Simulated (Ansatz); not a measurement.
The starting structures come from a database of crystals and need not be the phases stable at ambient conditions.

Inside the gap of an insulator the Bloch states are evanescent, with a wavenumber k + iκ along the transport direction.

Here is the system:

```
MgO
1.0
    2.96561     0.00000     0.00000
   -1.48280     2.56829     0.00000
    1.48280     0.85610     2.34876
Mg O
1 1
Direct
  0.00000   0.00000   0.00000
  0.00000   0.50000   0.50000
```

The cell is strained (lengths along the current scaled by 0.97, ions clamped); by r2SCAN it stands under a pressure of 6.8 GPa.

Transport runs along the normal of the first two printed cell vectors, the (111) (indices of the unstrained crystal) plane of the conventional cell.

No gap correction and no spin-orbit coupling; mid-gap is the computed energy nearest the middle.

Question: Compute, with r2SCAN run with Ansatz (a quantum-chemistry and plane-wave program), the band gap and the smallest decay constant κ at mid-gap.

Answer: Gap 5.91 eV on a 14×14×14 mesh; κ = 0.375 1/Å, at the zone centre.
